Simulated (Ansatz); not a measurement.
Results of PBE0 in Ansatz (PAW) for PbF2 (Pnma, No. 62).

Settings: plane-wave cutoff 500 eV, 4×6×4 k mesh (along the axes of the cell as run), gaussian smearing 0.02 eV, scalar-relativistic PAW data made under PBE.

Cell (relaxed with r²SCAN):

Space group Pnma (No. 62); a = 6.4190 Å, b = 3.8848 Å, c = 7.6830 Å, α = β = γ = 90.00°

| atom | site | symmetry | x | y | z |
|---|---|---|---|---|---|
| Pb | 4c | .m. | 0.2555 | 0.2500 | 0.1042 |
| F | 4c | .m. | 0.3594 | 0.2500 | 0.4362 |
| F | 4c | .m. | 0.0271 | 0.7500 | 0.3482 |

**Question.** Give the computed band gap.

**Answer.** 
band gap: 6.30 eV (on the SCF k mesh)

Note: cell and atoms aren't relaxed at this level (largest force component 0.05 eV/Å, pressure 1.2 GPa).

Spin–orbit coupling is not included; with these elements it can move the gap by several tenths of an eV or more.

It cost about 14 core-minutes (a rough figure) of CPU time.

Ansatz is a first-principles code.
